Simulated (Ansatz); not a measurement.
Input:

```
CuI
1.0
    0.00000     3.01140     3.02646
    3.01140     0.00000     3.02646
    3.01140     3.01140     0.00000
Cu I
1 1
Direct
  0.00000   0.00000   0.00000
  0.25000   0.25000   0.25000
```

No spin polarisation.

Calculations: r2SCAN/PAW in Ansatz (an electronic-structure program), no spin-orbit coupling. k-mesh 10×10×10 (Γ-centred); smearing 0.05 eV (Fermi–Dirac).

Task: What band gap does the calculation give?

Result: 1.65 eV.

Task: Predict the electron mass.

Result: 0.18 mₑ (at Γ).

Task: Predict the gap character.

Result: Direct at Γ.

Task: Predict the pressure (mean of the normal stresses, compression positive).

Result: -0.22 GPa.

Spin-orbit coupling, missing from the scalar runs, can matter with I. The cells carry an imposed strain or load. Effective masses come from finite differences of ±0.01 Å⁻¹. Stability against distortions was not tested. All final runs are without spin polarisation. The cell was made from CuI in the zinc blende structure (space group F-43m, No. 216) by this change: uniaxial strain ε_zz = +0.50 %.
